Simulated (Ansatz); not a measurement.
Fluorite ZrO2 (high-temperature phase): PBE at its full settings (plane-wave cutoff 520 eV, 12×12×12 k mesh, Fermi–Dirac smearing 0.01 eV, scalar-relativistic PAW data made under PBE) and at cheaper ones, in a cell of 3 atoms with Γ-centred meshes.

```tsv
level and setting	equilibrium lattice constant a (Å)	bulk modulus (GPa)
PBE (Ansatz)	5.116	236
PBE (Γ point alone) (Ansatz)	4.879	266
PBE (2×2×2 k mesh) (Ansatz)	5.143	234
PBE (4×4×4 k mesh) (Ansatz)	5.116	236
PBE (6×6×6 k mesh) (Ansatz)	5.116	236
PBE (Fermi-Dirac smearing of 0.3 eV) (Ansatz)	5.116	236
```

Largest shifts from the full settings: lattice constant a -4.63 % (PBE (Γ point alone)), against a difference of +0.51 % of the full result from the reference 5.090 Å (measured, 0 K, extrapolated to 0 K from high-temperature diffraction of the cubic phase (5.27 Å at 2410 °C), as arXiv:1708.09424 says of the same reference; as tabulated in Zhao and Vanderbilt (2002), arXiv:cond-mat/0108491); bulk modulus +12.7 % (PBE (Γ point alone)), against a difference of -4.8 % of the full result from the reference 248 GPa (measured, room temperature, yttria-stabilised, extrapolated to 0 % yttrium; as tabulated in Shin et al. (2018), arXiv:1708.09424).

The full settings aren't shown to be converged themselves.

Caveats: symmetry holds this phase in the static calculation, where it need not be a minimum (PBE, PBE (Γ point alone), PBE (2×2×2 k mesh), PBE (4×4×4 k mesh), PBE (6×6×6 k mesh), PBE (Fermi-Dirac smearing of 0.3 eV)). Ansatz's density-functional and Hartree–Fock values are scalar-relativistic unless marked +SOC, with PAW data made under PBE.

Run with cheap settings on purpose, which may leave them unconverged: PBE (2×2×2 k mesh), PBE (4×4×4 k mesh), PBE (6×6×6 k mesh), PBE (Fermi-Dirac smearing of 0.3 eV), PBE (Γ point alone).

Ansatz is a first-principles code.
